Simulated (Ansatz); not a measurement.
The starting structures come from a database of crystals and need not be the phases stable at ambient conditions.

 Where the default PAW files enter, the runs use the earlier of Ansatz's two default sets.

## Evanescent states of CdSnF₆ (R-3, not sure to be the ambient phase, 8 atoms a cell, 14.8 Å³ an atom) along the normal of (001)

Method: PBEsol (plane waves, PAW; Ansatz, a quantum-chemistry and plane-wave program).

The gap is the functional's own, uncorrected, and κ follows it; spin-orbit coupling is left out. Mid-gap values are interpolated between the computed energies.

Energies count from the valence-band top; κ is the least over a 12×12 mesh across the current.

| E (eV) | κ (1/Å) | where |
|---|---|---|
| 0.10 | 0.246 | off Γ |
| 0.28 | 0.363 | off Γ |
| 0.47 | 0.402 | Γ |
| 0.67 | 0.413 | Γ |
| 0.85 | 0.421 | Γ |
| 1.04 | 0.425 | Γ |
| 1.24 | 0.426 | Γ |
| 1.43 | 0.424 | Γ |
| 1.61 | 0.420 | Γ |
| 1.80 | 0.414 | Γ |
| 2.00 | 0.406 | Γ |
| 2.19 | 0.395 | Γ |
| 2.38 | 0.381 | Γ |
| 2.56 | 0.365 | Γ |
| 2.75 | 0.346 | Γ |
| 2.94 | 0.323 | Γ |
| 3.13 | 0.295 | Γ |
| 3.33 | 0.262 | Γ |
| 3.52 | 0.221 | Γ |
| 3.71 | 0.166 | Γ |
| 3.90 | 0.068 | Γ |

How thick must the barrier be to attenuate the transmission by 10^6 when the electrodes' Fermi level lies at 0.10 eV, and what attenuation does that film give at 3.71 eV?

d = 6 ln 10 / (2 × 0.246) = 28.1 Å. At 3.71 eV it gives 6 × 0.166/0.246 = 4.0 decades.
